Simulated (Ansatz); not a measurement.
# A computed series for BP: response to strain

Start from BP in the zinc blende structure (space group F-43m, No. 216).

```yaml
crystal:
  lattice:
    - [0.00000, 2.26010, 2.26010]
    - [2.26010, 0.00000, 2.26010]
    - [2.26010, 2.26010, 0.00000]
  atoms:
    - { symbol: P, position: [0.75000, 0.75000, 0.75000] }
    - { symbol: B, position: [0.00000, 0.00000, 0.00000] }
```

Cartesian axes are those of the cell as printed.

Strains are applied to the cell and any free atomic positions relax; under biaxial strain the out-of-plane vector relaxes too; under stress the whole cell relaxes.

Level of theory: plane-wave PAW DFT at the PBEsol level (Ansatz, a program for electronic structure, 420 eV), no spin-orbit coupling.

Candidates:
(a) uniaxial strain ε_zz = −1.63 %
(b) uniaxial stress, 2 GPa tension along z
(c) biaxial strain +1.79 %, plane normal [001], relaxed out of plane

Notes on the quantities. energy relative to the base: free energy F.

Order them by energy relative to the base, highest first.

(c) biaxial strain +1.79 %, plane normal [001], relaxed out of plane (+8.7 meV/atom), (a) uniaxial strain ε_zz = −1.63 % (+3.3 meV/atom), (b) uniaxial stress, 2 GPa tension along z (+0.5 meV/atom)

Stability under load was not tested beyond the relaxation.
